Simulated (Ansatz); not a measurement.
Given:

```
CELL_PARAMETERS angstrom
      3.30054     0.00000     0.00000
      1.65027     2.85835     0.00000
      0.00000     0.00000     5.09313
ATOMIC_POSITIONS crystal
  Zr 0.33333 0.33333 0.75000
  Zr 0.66667 0.66667 0.25000
```

No spin polarisation.

Calculations: Ansatz (a program for electronic structure), PBE, PAW, cutoff 420 eV, scalar-relativistic without spin-orbit coupling, earlier PAW set. Γ-centred 21×21×11 mesh, Fermi–Dirac width 0.1 eV.

Task: Predict the in-plane stress and band gap.

Result: 
* **Mean in-plane stress (compression positive)**: -3.2 GPa
* **Band gap**: zero

The cells carry an imposed strain or load. No phonon test of stability was made. All final runs are without spin polarisation. The cell was made from Zr in the hcp (Mg type) structure (space group P6_3/mmc, No. 194) by this change: biaxial strain +2.16 %, plane normal [001], relaxed out of plane.
